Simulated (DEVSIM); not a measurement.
System: Si p-n junction from an implanted or diffused profile, at 300 K.

| layer (left to right) | material | thickness (μm) | Nd (cm⁻³) | τn (s) | τp (s) |
|---|---|---|---|---|---|
| 1 | Si | 3.10 | 2e15 | 5.3e-7 | 5.3e-7 |

Added acceptor profile: 1.3e17 cm⁻³ × exp(−(x − 0.044 μm)²/(2·(0.21 μm)²)). Left contact: ohmic. Right contact: ohmic. Voltage is applied to the left contact. Recombination: SRH at mid-gap, radiative, Auger. Mobility is μmin + (μ − μmin)/(1 + (N/Nref)^α).

This is a model device: material constants are rounded textbook-type values typed into the input, and sizes, dopings and lifetimes were drawn at random. Values at 300 K; Nc and Nv go as T^1.5, mobilities as T to minus their exponent, the gap by Varshni's rule with the affinity fixed.

| parameter | Si |
|---|---|
| gap (eV) | 1.124 |
| affinity (eV) | 4.05 |
| permittivity | 11.7 |
| Nc (cm⁻³) | 2.86e19 |
| Nv (cm⁻³) | 3.1e19 |
| μn (cm²/Vs) | 1417 |
| μp (cm²/Vs) | 470 |
| μn,min | 52 |
| μp,min | 45 |
| Nref,n | 9.7e16 |
| Nref,p | 2.2e17 |
| αn | 0.68 |
| αp | 0.72 |
| T exponent of μn | 2.3 |
| T exponent of μp | 2.2 |
| B (cm³/s) | 4.7e-15 |
| Cn (cm⁶/s) | 2.8e-31 |
| Cp (cm⁶/s) | 9.9e-32 |
| Varshni α (eV/K) | 0.000473 |
| Varshni β (K) | 636 |

Simulated with DEVSIM: 1D drift-diffusion, Boltzmann statistics, complete ionisation; no tunnelling, impact ionisation, image-force lowering or self-heating.

The temperature was swept, all else fixed.

| temperature (K) | potential step across the device at zero bias (V) | dark forward voltage at 100 A/cm² (V) | dark forward voltage at 1 A/cm² (V) |
|---|---|---|---|
| 250 | 0.823 | 0.786 | 0.666 |
| 300 | 0.734 | [?] | [?] |
| 350 | 0.642 | 0.608 | 0.434 |
| 400 | 0.547 | 0.518 | 0.315 |
| 450 | 0.449 | 0.426 | 0.194 |
| 500 | 0.350 | 0.333 | 0.081 |

**Question.** Some entries are withheld; supply them.

**Answer.** 
- 300, dark forward voltage at 100 A/cm² (V): 0.697
- 300, dark forward voltage at 1 A/cm² (V): 0.551
